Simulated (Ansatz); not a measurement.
Base system: ZrS2 in the CdI2 type structure (space group P-3m1, No. 164; a = 3.578 Å, c = 5.540 Å; layered, stacked along the Cartesian z axis). Axes: x lies along a and z along c of the hexagonal cell.

All numbers come from PBEsol-D3(BJ) (Ansatz, an electronic-structure program, PAW, without spin-orbit coupling).

Before the change:

* **Valence-band top at Γ**: 0.00, -0.35, -0.35 eV
* **Band gap**: 0.29 eV
* **Smallest direct gap**: 1.22 eV

It is then changed as follows: the cell is stretched by 3.00 % along x with no lateral relaxation; the atoms relax in the strained cell.

Task: How does this affect the valence-band top at Γ, energy relative to the base, band gap and smallest direct gap?

Result: The valence-band top at Γ (three highest levels, from the VBM) becomes 0.00, -0.34, -0.51 eV (base: 0.00, -0.35, -0.35 eV); the energy rises by 7.9 meV/atom; the band gap grows by 0.11 eV, from 0.29 eV to 0.40 eV; the smallest direct gap shrinks by 0.16 eV (1.22 eV → 1.06 eV).

No phonon test of stability was made. The zero or small gap of ZrS2 can change with the level of theory.
